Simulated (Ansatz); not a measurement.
System: cubic perovskite KMgF3. Method: PBE (Ansatz, an electronic-structure program, plane waves, PAW).

Settings: plane-wave cutoff 520 eV, 8×8×8 k mesh, Fermi–Dirac smearing 0.01 eV, scalar-relativistic PAW data made under PBE.

Properties against volume:

```tsv
V (Å³/atom)	P (GPa)	direct gap at Γ (eV)	smallest gap on the k mesh (eV)
12.530	4.69	7.735	7.415
12.797	2.95	7.575	7.256
13.063	1.39	7.422	7.103
13.330	0.00	7.276	6.957
13.597	-1.25	7.135	6.818
13.863	-2.38	7.000	6.684
14.130	-3.39	6.869	6.555
```

The fundamental gap (6.96 eV at the equilibrium volume, with added k points) lies elsewhere than Γ–Γ.
